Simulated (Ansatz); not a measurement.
Results of G0W0@PBEsol (Ansatz, an electronic-structure program, plane waves, hard PAW, contour deformation) for Si3N4 (model structure, from the spinel Si type, Fd-3m, No. 227).

The cell is the one relaxed with PBEsol. Conventional cell: a = 7.7426 Å, b = 7.7426 Å, c = 7.7426 Å, α = 90.00°, β = 90.00°, γ = 90.00°.

One run with a 8×8×8 mesh, response cutoff 100 eV and 484 empty bands, not extrapolated in mesh or basis; no spin–orbit coupling.

Highest filled and lowest empty level by k point (fractions of the reciprocal vectors of the cell (0.000 3.871 3.871) (3.871 0.000 3.871) (3.871 3.871 -0.000) Å; eV from the valence maximum of each method):

| k | PBEsol filled | PBEsol empty | QP filled | QP empty |
|---|---|---|---|---|
| 0 0 0 | -0.03 | 3.28 | -0.04 | 4.66 |
| 0 0 -0.5 | -0.35 | 4.87 | … | … |
| 0 0.125 0.375 | -0.27 | 4.70 | … | … |
| 0 0.125 -0.5 | -0.27 | 5.12 | … | … |
| 0 0.25 -0.5 | -0.27 | 5.75 | … | … |
| 0 -0.5 -0.5 | -0.45 | 6.59 | … | … |
| 0.125 0.25 -0.5 | -0.26 | 5.29 | … | … |
| 0.25 -0.5 -0.25 | -0.77 | 6.58 | … | … |

Some entries are withheld; supply them.


- 0 0 -0.5, QP filled: -0.37
- 0 0 -0.5, QP empty: 6.35
- 0 0.125 0.375, QP filled: -0.30
- 0 0.125 0.375, QP empty: 6.18
- 0 0.125 -0.5, QP filled: -0.28
- 0 0.125 -0.5, QP empty: 6.63
- 0 0.25 -0.5, QP filled: -0.28
- 0 0.25 -0.5, QP empty: 7.30
- 0 -0.5 -0.5, QP filled: -0.49
- 0 -0.5 -0.5, QP empty: 8.16
- 0.125 0.25 -0.5, QP filled: -0.27
- 0.125 0.25 -0.5, QP empty: 6.79
- 0.25 -0.5 -0.25, QP filled: -0.83
- 0.25 -0.5 -0.25, QP empty: 8.13

Note: the cell keeps the symmetry of its start, so it can be a saddle point.

A model structure was made by putting elements into a prototype or built by hand; it is no filed structure, need not be a known phase, and can be a saddle point held by its symmetry.
